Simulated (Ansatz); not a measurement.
GaN (P6_3mc), PBE with spin-orbit coupling, rigid bands (Ansatz, a program for electronic structure): Condition of this run: biaxial stress in the c plane of 8 GPa (compression positive) (the target of the relaxation). band gap 1.99 eV, N_c = 2.06e18 cm⁻³ and N_v = 7.69e19 cm⁻³ at 300 K, conductivity masses along y (a = (3.13, 0.00, 0.00) Å; b = (-1.56, 2.71, 0.00) Å; c = (0.00, 0.00, 5.23) Å) of 0.205 mₑ (electrons) and 1.15 mₑ (holes). Take k_BT = 0.02585 eV.

What built-in voltage has an abrupt junction with N_A = 1e17 and N_D = 1e17 cm⁻³, all dopants ionised?

V_bi = E_g/e − (k_BT/e) ln(N_c N_v/(N_A N_D)) = 1.99 − 0.02585 × 9.67 = 1.74 V. It follows the computed gap one for one.

What thermal injection velocity √(2k_BT/πm) limits a ballistic channel along the direction named?

1.19e7 cm/s for electrons and 5.02e6 cm/s for holes, a ratio of √(m_h/m_e) = 2.37, for dilute carriers.

Find the intrinsic carrier density and the intrinsic Fermi level.

n_i = √(N_c N_v) exp(−E_g/2k_BT) = 1.26e19 × exp(−38.49) = 2.4e2 cm⁻³. The level lies (k_BT/2) ln(N_v/N_c) = 47 meV from mid-gap (positive towards the conduction band). Each 0.1 eV added to the gap lowers n_i by a factor of 6.9.

Rigid, parabolic bands with the computed gap; masses take one relaxation time for all states. Geometry: cell and atoms relaxed with PBEsol.
